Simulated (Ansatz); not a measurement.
The reference is Mg2Sn (space group Fm-3m, No. 225; a = 6.747 Å; relaxed with 0.1 eV smearing).

Calculations: PBEsol (Ansatz, a first-principles code, PAW, without spin-orbit coupling).

For the base:

```
Item        Value
--------  -------
Band gap     zero
Pressure  0.0 GPa
```

Now apply this change: every lattice vector is shortened by 1.00 %; the atoms relax in the strained cell.

**Question.** Predict the new band gap, energy relative to the base and pressure.

**Answer.** The band gap remains zero; the energy increases by 3.2 meV/atom; the pressure goes from zero to 1.4 GPa.

Whether these cells are dynamically stable was not tested.
